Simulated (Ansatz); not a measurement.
# How far a parabola holds: energy against volume of fluorite CoSi₂

We consider fluorite CoSi₂, described by LDA in Ansatz (plane waves, PAW). Settings: plane-wave cutoff 520 eV, 18×18×18 k mesh, Fermi–Dirac smearing 0.05 eV, no spin polarisation, scalar-relativistic PAW data made under PBE. The cell has no free parameter but its volume, all volumes share cutoff and mesh, and the runs aren't spin-polarised. Energies are free energies at the run's smearing, counted from the lowest row; static lattice.

```csv
V (Å³/atom),E (meV/atom)
11.490,?
11.734,13.39
11.979,3.23
12.223,0.00
12.468,2.99
12.712,11.54
```

The 5 complete rows are fitted with a parabola, E against V. With u = V - 12.22, the rows have u = -0.48600, -0.24100, 0.00300, 0.24800, 0.49200. Least squares gives E = 0.001 - 1.935·u + 52.144·u². Residuals (row less fit): 0.132, -0.266, 0.004, 0.262, -0.131; standard error 0.295 (degrees of freedom: 2). The fitted curve has its minimum at V = 12.2, where E = -0.02. Its curvature is d²E/dV² = 2 × 52.144 meV/Å⁶, so B = V0·d²E/dV² × 0.1602 = 204 GPa.

Task: Estimate the missing E (V = 11.490); what did the run itself give?

Result: u = -0.73000, so E = 0.001 - 1.935 × (-0.73000) + 52.144 × (-0.73000)² = 29.201 meV/atom. The calculation gives 31.29 meV/atom, 2.089 meV/atom above the prediction (6.7 % of the range of E in the table). The row lies outside the fitted rows, so this is an extrapolation. From the scatter of the fitted rows alone, a prediction at this place has a standard error of 0.697 meV/atom, so the miss is 3.0 times that.

The residuals are curvature that a parabola lacks, not noise. A solid that stiffens under compression and softens on expansion lies above the parabola at the compressed end and under it at the expanded end, as this row does. A third-order Birch-Murnaghan fit to the whole scan has B0 = 203 GPa. Only scans are tabulated whose curvature falls smoothly with volume, and where the parabola meets the shown rows within 5 % of their range and misses the end by 0.1 meV or more.

Ansatz is an electronic-structure program.
